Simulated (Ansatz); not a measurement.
Consider MoS2 in the 2H-MoS2 type structure (space group P6_3/mmc, No. 194; a = 3.149 Å, c = 12.090 Å; layered, stacked along the Cartesian z axis).

(Cell as relaxed with PBE-D3(BJ).)

Levels (all Ansatz, an electronic-structure program, PAW): PBE-D3(BJ) (420 eV, without spin-orbit coupling); PBEsol-D3(BJ) (420 eV, scalar-relativistic without spin-orbit coupling).

Each level relaxes its own structure.

```json
[
 {"base": "volume per atom", "PBE-D3(BJ)": "17.31 Å³", "PBEsol-D3(BJ)": "16.34 Å³"},
 {"base": "lattice parameter a", "PBE-D3(BJ)": "3.149 Å", "PBEsol-D3(BJ)": "3.109 Å"},
 {"base": "band gap", "PBE-D3(BJ)": "0.78 eV", "PBEsol-D3(BJ)": "0.52 eV"}
]
```

One thing is altered: a hydrostatic pressure of 7 GPa.

| quantity | PBE-D3(BJ) | PBEsol-D3(BJ) |
|---|---|---|
| shift of the gap caused by the change | -0.39 eV | [?] |
| band gap | 0.38 eV | [?] |
| shortest interatomic distance | 2.378 Å | [?] |

### Question
Predict the PBEsol-D3(BJ) column.

### Answer

- shift of the gap caused by the change, PBEsol-D3(BJ): -0.34 eV
- band gap, PBEsol-D3(BJ): 0.18 eV
- shortest interatomic distance, PBEsol-D3(BJ): 2.361 Å

PBE-D3(BJ)'s shift of the gap caused by the change lies 0.05 eV below PBEsol-D3(BJ)'s; PBE-D3(BJ)'s band gap lies 0.20 eV above PBEsol-D3(BJ)'s; PBE-D3(BJ)'s shortest interatomic distance lies 0.017 Å above PBEsol-D3(BJ)'s (0.7 %). Neither level is exact; PBEsol-D3(BJ) is the comparison here, not a measurement.

Load acts through the strain it causes; cell and atoms are relaxed under it. Stability against distortions was not tested. Competing high-pressure phases were not computed. A zero or small gap of MoS2 under pressure 7 GPa can be the functional's error rather than a property of the material.
